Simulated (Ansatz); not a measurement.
System: AgZn (within 0.1 Å of Pm-3m, No. 221, 2 atoms in the cell; start mp-1215437). Method: r²SCAN (Ansatz, an electronic-structure program, PAW).

Settings: plane-wave cutoff 560 eV, 22×22×12 k mesh (along the axes of the cell as run), Fermi–Dirac smearing 0.05 eV, no spin polarisation, scalar-relativistic PAW data made under PBE.

Cell (relaxed at this level):

```cif
data_AgZn
_chemical_formula_sum 'Zn1 Ag1'
_space_group_name_H-M_alt 'P4/mmm'
_space_group_IT_number 123
_space_group_name_Hall '-P 4 2'
_cell_length_a 3.14475
_cell_length_b 3.14475
_cell_length_c 3.13292
_cell_angle_alpha 90.000
_cell_angle_beta 90.000
_cell_angle_gamma 90.000
loop_
_atom_site_label
_atom_site_type_symbol
_atom_site_symmetry_multiplicity
_atom_site_Wyckoff_symbol
_atom_site_fract_x
_atom_site_fract_y
_atom_site_fract_z
_atom_site_occupancy
Zn1 Zn 1 d 0.50000 0.50000 0.50000 1
Ag1 Ag 1 a 0.00000 0.00000 0.00000 1
```

Task: Predict the bulk modulus B0.

Result: 
- bulk modulus B0: 108 GPa

The run finds no gap.

Note: the bulk modulus is −V dP/dV from two relaxed cells at ±2 % in volume.

Cost on a shared machine: very roughly 18 core-minutes.

A start named mp-… is a Materials Project structure, which need not be a measured phase.
